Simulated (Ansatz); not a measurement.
Cells marked so need not be the phases stable at ambient conditions, and some may be hypothetical.

 Where the default PAW files enter, the runs use the earlier of Ansatz's two default sets.

The gap is the functional's own, uncorrected, and κ follows it; spin-orbit coupling is left out. Mid-gap values are interpolated between the computed energies.

A. Al$_{2}$ZnTe$_{4}$ (I-4, not sure to be the ambient phase, 7 atoms a cell, 30.9 Å³ an atom), along the normal of (101)
B. NaSr₄(BN₂)₃ (Im-3m, not sure to be the ambient phase, 14 atoms a cell, 15.6 Å³ an atom, -2 GPa at this level), along the normal of (110)
C. BaBrF (P4/nmm, not sure to be the ambient phase, 6 atoms a cell, 25.7 Å³ an atom), along the normal of (110)
D. K2NaYF6 (Fm-3m, not sure to be the ambient phase, 10 atoms a cell, 17.7 Å³ an atom, -3 GPa at this level), along the normal of (111)

**Question.** Rank these by mid-gap decay constant of the slowest evanescent state (highest first), as Ansatz (a program for electronic structure) with r2SCAN gives it.

**Answer.** D (0.57 1/Å), C (0.35 1/Å), B (0.29 1/Å), A (0.15 1/Å)
